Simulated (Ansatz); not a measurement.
CdS: biaxial strain −0.83 %, plane normal [111], relaxed out of plane

The reference is CdS in the zinc blende structure (space group F-43m, No. 216; a = 5.824 Å). Axes: x, y, z lie along the cube axes.

Modification: biaxial strain −0.83 %, plane normal [111], relaxed out of plane (Cartesian); in-plane vectors clamped, the third vector and the atoms free.

Method: PBEsol/PAW in Ansatz (a quantum-chemistry and plane-wave program), scalar-relativistic without spin-orbit coupling. k-mesh 10×10×10 (Γ-centred); smearing 0.05 eV (Fermi–Dirac).

* **Volume per atom**: 24.47 Å³ (base 24.70 Å³)
* **Energy relative to the base (free energy F)**: +1.1 meV/atom
* **Pressure (mean of the normal stresses, compression positive)**: 0.56 GPa (base 0.00 GPa)
* **Band gap**: 1.01 eV (base 1.01 eV)
* **Gap character**: direct at Γ (base direct at Γ)
* **Electron mass**: 0.11 mₑ (at Γ) (base 0.11 mₑ (at Γ))
* **Valence-band top at Γ (three highest levels, from the VBM)**: 0.00, 0.00, -0.06 eV (base 0.00, 0.00, 0.00 eV)
* **Out-of-plane strain**: +0.76 %
* **Ratio −ε⊥/ε∥**: 0.92
* **Mean in-plane stress (compression positive)**: +0.8 GPa

Masses are band curvatures over ±0.01 Å⁻¹ around the edge. Whether these cells are dynamically stable was not tested. k-point labels follow each cell's own Brillouin zone.
